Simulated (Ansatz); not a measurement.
Take WC (space group P-6m2, No. 187; a = 2.9226 Å, c = 2.8464 Å; relaxed with 0.1 eV smearing) as the base. Axes: x lies along a and z along c of the hexagonal cell.

Structures relaxed with PBE, PAW, 420 eV (Ansatz, a first-principles code; no SOC), earlier PAW set.

Base:

Simulated powder pattern, Mo Kα, λ = 0.71073 Å (kinematic, ideal powder, no thermal factors, no anomalous dispersion; the 14 strongest lines at most, above 2 %, up to 2θ = 40°):

```csv
2θ (°),I/Imax (%),hkl
14.34,40,(001)
16.14,96,(100)
21.66,100,(101)
28.15,25,(110)
28.92,7.6,(002)
31.73,29,(111)
32.62,14,(200)
33.29,26,(102)
35.79,23,(201)
```

After one change:

Simulated powder pattern, Mo Kα, λ = 0.71073 Å (kinematic, ideal powder, no thermal factors, no anomalous dispersion; the 14 strongest lines at most, above 2 %, up to 2θ = 40°):

| 2θ (°) | I/Imax (%) |
|---|---|
| 14.52 | 37 |
| 15.56 | 100 |
| 21.35 | 99 |
| 27.12 | 26 |
| 29.29 | 6.9 |
| 30.90 | 30 |
| 31.42 | 15 |
| 33.33 | 25 |
| 34.77 | 24 |

**Question.** Which change produced these results?
A. biaxial strain −2.09 %, plane normal [001], relaxed out of plane
B. isotropic strain +2.09 %
C. biaxial strain +3.71 %, plane normal [001], relaxed out of plane
D. isotropic strain +1.33 %

**Answer.** C, biaxial strain +3.71 %, plane normal [001], relaxed out of plane. Its volume per atom is 11.18 Å³ against 10.53 Å³, and its space group is P-6m2 (No. 187).

Stability against distortions was not tested. The final runs are not spin-polarised.
